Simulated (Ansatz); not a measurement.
SiC under load (space group I-4m2), HSE06, rigid bands (Ansatz, an electronic-structure program). Condition of this run: biaxial stress in (001) of 10 GPa (compression positive) (the target of the relaxation). Band gap 2.01 eV, N_c = 9.00e18 cm⁻³ and N_v = 9.17e19 cm⁻³ at 300 K, conductivity masses along y (a = (0.00, 2.13, 2.21) Å; b = (2.13, 0.00, 2.21) Å; c = (2.13, 2.13, 0.00) Å) of 0.326 mₑ (electrons) and 0.496 mₑ (holes). Take k_BT = 0.02585 eV.

Q: What built-in voltage has an abrupt junction with N_A = 1e17 and N_D = 1e17 cm⁻³, all dopants ionised?

A: V_bi = E_g/e − (k_BT/e) ln(N_c N_v/(N_A N_D)) = 2.01 − 0.02585 × 11.32 = 1.72 V, for the computed gap.

Q: Find the intrinsic carrier density and the intrinsic Fermi level.

A: n_i = √(N_c N_v) exp(−E_g/2k_BT) = 2.87e19 × exp(−38.88) = 3.8e2 cm⁻³. The level lies (k_BT/2) ln(N_v/N_c) = 30 meV from mid-gap (positive towards the conduction band). Each 0.1 eV added to the gap lowers n_i by a factor of 6.9.

Q: What thermal injection velocity √(2k_BT/πm) limits a ballistic channel along the direction named?

A: 9.42e6 cm/s for electrons and 7.64e6 cm/s for holes, a ratio of √(m_h/m_e) = 1.23, for dilute carriers.

Rigid bands with the computed gap; masses take one relaxation time for all states. Spin-orbit coupling is left out; where it splits the top of the valence band, N_v and the p-type Seebeck coefficient come out somewhat high without it. Geometry: cell and atoms relaxed with PBEsol.
